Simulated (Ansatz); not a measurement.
**How far PBE and PBEsol part for BaTiO3, Ti vacancy**

Take a 20-atom supercell of BaTiO₃ in the cubic perovskite structure (space group Pm-3m, No. 221; a = 4.019 Å) at its relaxed geometry as the base.

(Cell as relaxed with PBE.)

Levels (all Ansatz, a quantum-chemistry and plane-wave program, PAW): PBE (420 eV, no spin-orbit coupling); PBEsol (420 eV, no spin-orbit coupling).

Each level relaxes its own structure.

The change: a neutral Ti vacancy, atoms relaxed at fixed cell, starting from a slightly rattled geometry.

```json
[
 {"quantity": "largest displacement of a host atom from its site in the perfect cell", "PBE": "0.15 Å", "PBEsol": "0.13 Å"},
 {"quantity": "pressure", "PBE": "5.4 GPa", "PBEsol": "4.5 GPa"},
 {"quantity": "total moment of the cell", "PBE": "4.0 μB", "PBEsol": "4.0 μB"}
]
```

PBE's pressure lies 0.84 GPa above PBEsol's; the two agree on the total moment of the cell. Neither level is exact; PBEsol is the comparison here, not a measurement.

The magnetic state is the one reached from the starting moments; the real material's order can differ, and small cells can't hold many antiferromagnetic ones. The cell is small, so the values are those of an ordered compound at a high defect concentration; dilute-limit values will differ. The mesh was chosen for an insulator and is coarse for the gapless case. No Hubbard U is applied, and correlation can decide whether such a compound is a metal. Spin-polarised in the final run: PBE Ti vacancy and PBEsol Ti vacancy; the other runs are not. Many cubic perovskites are stable only at high temperature; tilts and polar distortions were not tested. This is not the structure that BaTiO3 has at room temperature and ambient pressure.
